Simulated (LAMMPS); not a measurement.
MD of NiAl (CsCl type) at zero pressure, 4394 atoms, as a crystal; each row is its own run.

Level of theory: classical MD, pair style eam/alloy, file NiAlH_jea.eam.alloy (LAMMPS).

| T (K) | volume (Å³/atom) |
|---|---|
| 200 | 11.825 |
| 300 | 11.872 |
| 860 | 12.184 |
| 1420 | 12.745 |

Question: Fit a straight line, y = a + b x, to these rows (x is the first column, y the second) and predict the run at x = 1140.

Answer: Least squares gives a = 11.641 and b = 0.0007419. At x = 1140 the fit predicts 12.487 Å³/atom. The run itself gave 12.4094 ± 0.0006 Å³/atom, so the fit is 0.63 % high.

Caution (rows 860; 1140; 1420): a run this short can hold a crystal over, or a liquid under, the potential's own melting point, which these runs don't give.
